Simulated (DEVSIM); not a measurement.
System: Schottky contact on n-type GaAs, at 300 K.

```tsv
layer (left to right)	material	thickness (μm)	Nd (cm⁻³)	τn (s)	τp (s)
1	GaAs	3.20	7.1e16	2.3e-8	2.3e-8
```

Left contact: Schottky, work function 4.65 eV, emission velocity 5.3e6 cm/s. Right contact: ohmic. Voltage is applied to the left contact. Recombination: SRH at mid-gap. Mobility is μmin + (μ − μmin)/(1 + (N/Nref)^α).

The device is made up for the run: typed textbook-type constants, with dimensions and the other settings drawn at random. Values at 300 K.

```tsv
parameter	GaAs
gap (eV)	1.424
affinity (eV)	4.07
permittivity	12.9
Nc (cm⁻³)	4.7e17
Nv (cm⁻³)	9e18
μn (cm²/Vs)	8500
μp (cm²/Vs)	400
μn,min	500
μp,min	20
Nref,n	6e16
Nref,p	1.5e17
αn	0.39
αp	0.38
```

Simulated with DEVSIM: 1D drift-diffusion, Boltzmann statistics, complete ionisation; no tunnelling, impact ionisation, image-force lowering or self-heating. Metal contacts follow the ideal Schottky-Mott rule: no Fermi-level pinning, no interface dipoles.

The doping Nd of layer 1 was swept, all else fixed.

```
doping Nd of layer 1 (cm^-3)  dark forward voltage at 100 A/cm² (V)  potential step across the device at zero bias (V)  largest field in the device at zero bias (V/cm)
----------------------------  -------------------------------------  -------------------------------------------------  -----------------------------------------------
2.1e15                                                        0.386                                              0.440                                            16000
7.1e15                                                          [?]                                              0.472                                              [?]
2.1e16                                                        0.369                                              0.500                                            53000
7.1e16                                                        0.367                                              0.531                                           100000
2.1e17                                                        0.366                                              0.559                                           180000
```

**Question.** Some entries are withheld; supply them.

**Answer.** 
- 7.1e15, dark forward voltage at 100 A/cm² (V): 0.374
- 7.1e15, largest field in the device at zero bias (V/cm): 30000
